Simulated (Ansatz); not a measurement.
Base system: Si in the diamond structure (space group Fd-3m, No. 227; a = 5.4441 Å).

One thing is altered: cell and atoms relaxed at a pressure of 0.3 GPa.

Levels (all Ansatz, a first-principles code, PAW, earlier PAW set): r2SCAN (500 eV, no spin-orbit coupling); HSE06 (420 eV, no spin-orbit coupling).

The geometry is relaxed with r2SCAN.

- r2SCAN band gap = 0.77 eV

What does HSE06 give at this geometry for the band gap?

The band gap goes up by 0.37 eV to 1.14 eV.

Single points use the geometry relaxed with r2SCAN. Their cutoffs differ, which shifts pressures a little. HSE06 was sampled on its mesh, a few special points and the semilocal edge points, so its gap is an upper bound. Load acts through the strain it causes; cell and atoms are relaxed under it. Stability against distortions was not tested.
